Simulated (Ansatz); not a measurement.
Consider GeSe in the GeS type structure (space group Pnma, No. 62; layered, stacked along the Cartesian x axis).

```xyz
8
Lattice="10.5197 0.0000 0.0000 0.0000 3.8238 0.0000 0.0000 0.0000 4.1422" Properties=species:S:1:pos:R:3 pbc="T T T"
Ge     6.4828     2.8678     2.4745
Ge     9.2967     0.9559     0.4034
Ge     4.0369     0.9559     1.6677
Ge     1.2229     2.8678     3.7388
Se     3.7552     2.8678     4.1096
Se     1.5046     0.9559     2.0385
Se     6.7645     0.9559     0.0326
Se     9.0151     2.8678     2.1037
```

Cartesian axes are those of the cell as printed.

Computed with PBEsol-D3(BJ) in Ansatz (plane waves to 420 eV, PAW, no SOC), earlier PAW set.

Base values:

- Band gap = 0.11 eV
- Pressure = 0.00 GPa
- Smallest direct gap = 0.61 eV
- Volume per atom = 20.83 Å³
- Gap character = indirect, Γ–Z (67 % along) → Γ–Z (17 % along)

The change: biaxial strain −1.92 %, plane normal [001], relaxed out of plane (Cartesian); in-plane vectors clamped, the third vector and the atoms free.

Problem. Predict the new band gap, pressure, smallest direct gap, volume per atom and gap character.

Solution. The band gap rises by 0.18 eV, from 0.11 eV to 0.29 eV; the pressure (mean of the normal stresses, compression positive) goes from zero to 1.01 GPa; the smallest direct gap increases by 0.06 eV (0.61 eV → 0.67 eV); the volume per atom shrinks by 0.32 Å³ (20.83 Å³ → 20.51 Å³); the gap character becomes indirect, Γ–Z (67 % along) → Γ (base: indirect, Γ–Z (67 % along) → Γ–Z (17 % along)).

Stability against distortions was not tested. A zero or small gap of GeSe can be the functional's error rather than a property of the material.

Ansatz is a first-principles code.
